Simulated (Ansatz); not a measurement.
# How the equilibrium lattice constant a of TiS₂ (P-3m1, No. 164; start mp-2156) moves with the method

No measured value is used here.

```tsv
level (code)	value (Å)
LDA (Ansatz)	3.315
PBE (Ansatz)	3.416
PBEsol (Ansatz)	3.352
PBE-D3(BJ) (Ansatz)	3.361
PBE-D4 (Ansatz)	3.378
```

LDA, PBE, PBEsol, PBE-D3(BJ), PBE-D4: the relaxation could not lower the start's symmetry, so the cell can be a saddle point above a distorted one. Ansatz's density-functional and Hartree–Fock values are scalar-relativistic unless marked +SOC, with PAW data made under PBE.

A start named mp-… is a Materials Project structure, which can be a computed phase never made.

Ansatz is a quantum-chemistry and plane-wave program.
